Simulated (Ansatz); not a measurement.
# CrIr3, response to strain

Start from CrIr₃ in the Cu3Au type structure (space group Pm-3m, No. 221; a = 3.7773 Å; ferromagnetic; a cell from a computed database, its experimental status unchecked; relaxed with 0.1 eV smearing). Axes: x, y, z lie along the cube axes.

Strains are applied to the cell and any free atomic positions relax; under biaxial strain the out-of-plane vector relaxes too; under stress the whole cell relaxes.

Method: PBEsol (Ansatz, a quantum-chemistry and plane-wave program, PAW, no SOC).

Notes on the quantities. energy relative to the base: free energy F.

```json
[
 {"variant": "base", "shortest interatomic distance": "2.671 Å", "energy relative to the base": "0 meV/atom", "space group": "Pm-3m (No. 221)"},
 {"variant": "biaxial strain +0.97 %, plane normal [001], relaxed out of plane", "shortest interatomic distance": "2.674 Å", "energy relative to the base": "+4.9 meV/atom", "space group": "P4/mmm (No. 123)"},
 {"variant": "isotropic strain −3.46 %", "shortest interatomic distance": "2.579 Å", "energy relative to the base": "+180 meV/atom", "space group": "Pm-3m (No. 221)"},
 {"variant": "uniaxial strain ε_yy = −3.30 %", "shortest interatomic distance": "2.627 Å", "energy relative to the base": "+29 meV/atom", "space group": "P4/mmm (No. 123)"},
 {"variant": "tensor shear ε_yz = +0.68 %", "shortest interatomic distance": "2.653 Å", "energy relative to the base": "+2.3 meV/atom", "space group": "Cmmm (No. 65)"},
 {"variant": "uniaxial stress, 2 GPa tension along x", "shortest interatomic distance": "2.668 Å", "energy relative to the base": "+0.4 meV/atom", "space group": "P4/mmm (No. 123)"},
 {"variant": "uniaxial stress, 8 GPa compression along x", "shortest interatomic distance": "2.655 Å", "energy relative to the base": "+5.8 meV/atom", "space group": "P4/mmm (No. 123)"}
]
```

Other magnetic orders, which the real material may have, were not ruled out. Beyond what the load breaks, stability against distortions was not tested.
